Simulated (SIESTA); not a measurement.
A self-consistent single point of Ti2SnC (P6_3/mmc, 8 atoms in the cell) with SIESTA.

Computed with LDA PW92, numerical atomic orbitals DZP, PseudoDojo LDA standard norm-conserving potentials (rewritten from UPF to PSML) in SIESTA.

```
CELL_PARAMETERS angstrom
      3.12262     0.00000     0.00000
     -1.56131     2.70427     0.00000
      0.00000     0.00000    13.48977
ATOMIC_POSITIONS crystal
  Ti 0.33333 0.66667 0.08134
  Ti 0.66667 0.33333 0.91866
  Ti 0.66667 0.33333 0.58134
  Ti 0.33333 0.66667 0.41866
  Sn 0.33333 0.66667 0.75000
  Sn 0.66667 0.33333 0.25000
  C  0.00000 0.00000 0.00000
  C  0.00000 0.00000 0.50000
```

Reference input (self-consistent single point, DFT, GGA PBEsol, numerical atomic orbitals DZP, PseudoDojo PBEsol standard norm-conserving potentials (rewritten from UPF to PSML)): XC.functional = GGA; XC.authors = PBEsol; potentials = PseudoDojo PBEsol standard; PAO.BasisSize = DZP; PAO.EnergyShift = 0.01 Ry; MeshCutoff = 400 Ry; kgrid.MonkhorstPack = 8 8 2; OccupationFunction = FD; ElectronicTemperature = 0.05 eV; MaxSCFIterations = 150; SCF.Mixer.Method = Pulay; SCF.Mixer.Weight = 0.25. This run's input differs from it in these lines:

```diff
@@ -1,2 +1,2 @@
-# files in the folder: Ti.psml Sn.psml C.psml (PseudoDojo PBEsol standard)
+# files in the folder: Ti.psml Sn.psml C.psml (PseudoDojo LDA standard)
 SystemName  Ti2SnC
@@ -29,4 +29,4 @@
 
-XC.functional                GGA
-XC.authors                   PBEsol
+XC.functional                LDA
+XC.authors                   PW92
 PAO.BasisSize                DZP
```

The program printed (abridged):

```
        iscf     Eharris(eV)        E_KS(eV)     FreeEng(eV)     dDmax    Ef(eV) dHmax(eV)
   scf:    1   -10952.958513   -11042.117293   -11042.135452  1.603764 -4.505772 16.489737
   scf:    2   -11068.475390   -11065.155352   -11065.194801  0.280793 -4.791841  2.979000
   scf:    3   -11066.194547   -11066.106930   -11066.134083  0.117413 -5.082968  2.247448
   scf:    4   -11066.393220   -11066.273795   -11066.303777  0.030947 -5.119390  0.976383
   scf:    5   -11066.371940   -11066.335021   -11066.367027  0.036460 -5.203160  0.040231
   [... 5 lines left out ...]
   scf:   11   -11066.335986   -11066.335976   -11066.367643  0.000151 -5.206656  0.001642
   scf:   12   -11066.335976   -11066.335976   -11066.367643  0.000071 -5.206624  0.001602
   scf:   13   -11066.335981   -11066.335979   -11066.367644  0.000132 -5.206571  0.000429
   scf:   14   -11066.335978   -11066.335979   -11066.367644  0.000007 -5.206573  0.000770
SCF Convergence by DM+H criterion
max |DM_out - DM_in|         :     0.0000071603
max |H_out - H_in|      (eV) :     0.0007699805
SCF cycle converged after 14 iterations

Using DM_out to compute the final energy and forces

siesta: E_KS(eV) =           -11066.3360

siesta: E_KS - E_eggbox =    -11066.3360

siesta: Atomic forces (eV/Ang):
     1    0.000017   -0.000007   -0.144393
     2   -0.000017    0.000007    0.144382
     3   -0.000017    0.000007   -0.144265
     4    0.000017   -0.000007    0.144255
     5    0.000006   -0.000003    0.000220
     6   -0.000006    0.000003   -0.000244
     7    0.000000    0.000000    0.000025
     8   -0.000000    0.000000    0.000020
   Tot    0.000000    0.000000   -0.000000
   Max    0.144393
   Res    0.058920    sqrt( Sum f_i^2 / 3N )
   Max    0.144393    constrained

   [... lines left out ...]
siesta: FreeEng =    -11066.367644
siesta: Cell volume =        113.912855 Ang**3
siesta:         -17.20006761        -23.36816336  kBar
   [... lines left out ...]

mulliken: Qtot =       84.000

Mulliken Atomic Populations:
Atom #   charge [q] valence [e]  Species
     1     0.617082   11.382918  Ti
     2     0.617076   11.382924  Ti
     3     0.617059   11.382941  Ti
     4     0.617054   11.382946  Ti
     5    -0.437747   14.437747  Sn
     6    -0.437747   14.437747  Sn
     7    -0.796386    4.796386  C
     8    -0.796389    4.796389  C
 Total    -0.000000
```

The run converged in 14 iterations. Against the reference run the pressure goes from 2.56 to -1.72 GPa and the largest force goes from 0.020 to 0.144 eV/Å.

The starting cell comes from a database of computed structures (which also holds hypothetical and non-ambient phases and stackings), without a prior relaxation at this level. Its lattice was rescaled by a random factor within 2.5 % of one. Spin polarisation is off. Values carry the incompleteness of an atom-centred basis.

Cost on one core of a shared machine: roughly 90 s.
